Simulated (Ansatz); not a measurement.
TlSnCl₃ in the cubic perovskite structure (space group Pm-3m, No. 221; a hypothetical phase, not in the database extracts checked)

Space group Pm-3m (No. 221); a = 5.5077 Å, b = 5.5077 Å, c = 5.5077 Å, α = 90.00°, β = 90.00°, γ = 90.00°

```csv
atom,site,symmetry,x,y,z
Tl,1a,m-3m,0.0000,0.0000,0.0000
Sn,1b,m-3m,0.5000,0.5000,0.5000
Cl,3c,4/mm.m,0.0000,0.5000,0.5000
```

All numbers come from r2SCAN/PAW in Ansatz (a quantum-chemistry and plane-wave program), scalar-relativistic without spin-orbit coupling. Γ-centred 6×6×6 mesh, Fermi–Dirac width 0.05 eV.

The volume per atom comes out as 33.41 Å³. The density is 4.27 g/cm³ and the band gap is 0.69 eV, indirect, R → X. The electron mass is 0.42 mₑ along k, 0.74 mₑ across. The hole mass is 0.081 mₑ, the lowest conduction-band minima above the VBM is X along ⟨100⟩ 0.69 eV; R along ⟨111⟩ 0.88 eV; a point along ⟨111⟩, about 0.5 Å⁻¹ from Γ 1.07 eV; a point along ⟨110⟩, about 0.5 Å⁻¹ from Γ 1.17 eV and the total energy comes out as -4150.645 eV/atom (σ→0; compares only within this code and set-up).

With Tl present, leaving out spin-orbit coupling can change the band edges. Effective masses come from finite differences of ±0.01 Å⁻¹. Along k means along the line from Γ to the band edge. Whether these cells are dynamically stable was not tested. Many cubic perovskites are stable only at high temperature; tilts and polar distortions were not tested.
